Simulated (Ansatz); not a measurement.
System: ScAu2 (I4/mmm, No. 139; cell taken from a computed entry). Method: LDA (Ansatz, a program for electronic structure, PAW).

Numerical settings: plane-wave cutoff 520 eV, 22×22×22 k mesh, Fermi–Dirac smearing 0.05 eV, scalar-relativistic PAW data made under PBE.

Computed at the level's own relaxed cell.

Question: What does this level give for the equilibrium lattice constant a, lattice parameter c and bulk modulus B0?

Answer: 
- equilibrium lattice constant a = 3.477 Å
- lattice parameter c = 8.598 Å
- bulk modulus B0 = 152 GPa

The run finds no gap.

Note: the relaxation could not lower the start's symmetry, so the cell can be a saddle point above a distorted one; the bulk modulus is −V dP/dV from two relaxed cells at ±2 % in volume.

Spin–orbit coupling is not included; it can shift volumes and moduli of such heavy elements.
